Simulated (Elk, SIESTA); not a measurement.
An Elk input for a self-consistent single point of Ta2N (P-3m1, 3 atoms in the cell) (DFT, PBE, spin-orbit coupling in second variation, all-electron FP-LAPW, Elk's shipped species files, default APW+lo basis):

```
tasks
  0

xctype
  20

spinorb
  .true.

rmtscf
  0.84

lmaxi
  3

nempty
  10

swidth
  0.00499791

maxscl
  100

scale
  1.889726125

avec
    3.1128600933   -0.0000000216    0.0000000000
   -1.5564300279    2.6958159300    0.0000000000
    0.0000000000    0.0000000000    4.8698400000

sppath
  'species/'

atoms
  2
  'Ta.in'
  2
  0.6666666667  0.3333333333  0.7452900000    0.0 0.0 0.0
  0.3333333333  0.6666666667  0.2547100000    0.0 0.0 0.0
  'N.in'
  1
  0.0000000000  0.0000000000  0.0000000000    0.0 0.0 0.0

ngridk
  10 10 6
```

### Question
Give the SIESTA input for the same structure, mesh, smearing and functional.

### Answer
This is the input that was run; spellings and numerical settings could be chosen otherwise.

```
# files in the folder: Ta.psml N.psml (PseudoDojo PBE fully relativistic)
SystemName  Ta2N
SystemLabel siesta

NumberOfAtoms                3
NumberOfSpecies              2
%block ChemicalSpeciesLabel
  1 73 Ta
  2 7 N
%endblock ChemicalSpeciesLabel
LatticeConstant              1.0 Ang
%block LatticeVectors
     3.112860000    0.000000000    0.000000000
    -1.556430000    2.695816000    0.000000000
     0.000000000    0.000000000    4.869840000
%endblock LatticeVectors
AtomicCoordinatesFormat      Fractional
%block AtomicCoordinatesAndAtomicSpecies
     0.666667000    0.333333000    0.745290000  1
     0.333333000    0.666667000    0.254710000  1
     0.000000000    0.000000000    0.000000000  2
%endblock AtomicCoordinatesAndAtomicSpecies

XC.functional                GGA
XC.authors                   PBE
PAO.BasisSize                DZP
PAO.EnergyShift              0.01 Ry
MeshCutoff                   300 Ry
%block kgrid.MonkhorstPack
   10   0   0  0.0
    0  10   0  0.0
    0   0   6  0.0
%endblock kgrid.MonkhorstPack
OccupationFunction           FD
ElectronicTemperature        0.136 eV
Spin                         spin-orbit
%block DM.InitSpin
  1 0.00 0.00 0.00
  2 0.00 0.00 0.00
  3 0.00 0.00 0.00
%endblock DM.InitSpin

MaxSCFIterations             150
SCF.Mixer.Method             Broyden
SCF.Mixer.Weight             0.25
SCF.Mixer.History            6
SCF.DM.Tolerance             1.0E-05
Diag.ParallelOverK           true
WriteForces                  true
```

Basis, cutoffs, solver keys and any potentials are the target program's own. This input uses DFT, GGA PBE with spin-orbit coupling, numerical atomic orbitals DZP, PseudoDojo PBE fully relativistic norm-conserving potentials (rewritten from UPF to PSML).

The starting cell comes from a database of computed structures (which also holds hypothetical and non-ambient phases and stackings), without a prior relaxation at this level.
